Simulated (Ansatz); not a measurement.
Sn in the diamond structure (space group Fd-3m, No. 227)

```
CELL_PARAMETERS angstrom
      0.00000     3.27009     3.27009
      3.27009     0.00000     3.27009
      3.27009     3.27009     0.00000
ATOMIC_POSITIONS crystal
  Sn 0.00000 0.00000 0.00000
  Sn 0.25000 0.25000 0.25000
```

All numbers come from plane-wave PAW DFT at the PBEsol level (Ansatz, an electronic-structure program, 420 eV), scalar-relativistic without spin-orbit coupling. Settings: 12×12×12 k-points, 0.05 eV Fermi–Dirac smearing.

| Property | Value |
|---|---|
| Volume per atom | 34.97 Å³ |
| Density | 5.64 g/cm³ |
| Band gap | zero |
| Total energy | -5949.754 eV/atom (σ→0; compares only within this code and set-up) |

No phonon test of stability was made.
